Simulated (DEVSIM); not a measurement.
Device: abrupt Si n-p junction, at 300 K.

```csv
layer (left to right),material,thickness (μm),Nd (cm⁻³),Na (cm⁻³),τn (s),τp (s)
1,Si,0.960,1.1e15,-,0.00029,0.00029
2,Si,5.10,-,2.2e16,0.00029,0.00029
```

Left contact: ohmic. Right contact: ohmic. Voltage is applied to the left contact. Recombination: SRH at mid-gap. Mobility is μmin + (μ − μmin)/(1 + (N/Nref)^α).

The device is made up for the run: typed textbook-type constants, with dimensions and the other settings drawn at random. Values at 300 K.

| parameter | Si |
|---|---|
| gap (eV) | 1.124 |
| affinity (eV) | 4.05 |
| permittivity | 11.7 |
| Nc (cm⁻³) | 2.86e19 |
| Nv (cm⁻³) | 3.1e19 |
| μn (cm²/Vs) | 1417 |
| μp (cm²/Vs) | 470 |
| μn,min | 52 |
| μp,min | 45 |
| Nref,n | 9.7e16 |
| Nref,p | 2.2e17 |
| αn | 0.68 |
| αp | 0.72 |

Model (solved in DEVSIM): 1D drift-diffusion, Boltzmann statistics, complete ionisation; no tunnelling, impact ionisation, image-force lowering or self-heating.

The thickness of layer 2 was swept, all else fixed.

```tsv
thickness of layer 2 (μm)	dark forward voltage at 100 A/cm² (V)
1	0.658
1.8	0.666
3.1	0.676
5.1	0.689
8.7	0.714
15	(withheld)
26	0.827
```

Q: Complete the blanks.

A: 
- 15, dark forward voltage at 100 A/cm² (V): 0.754
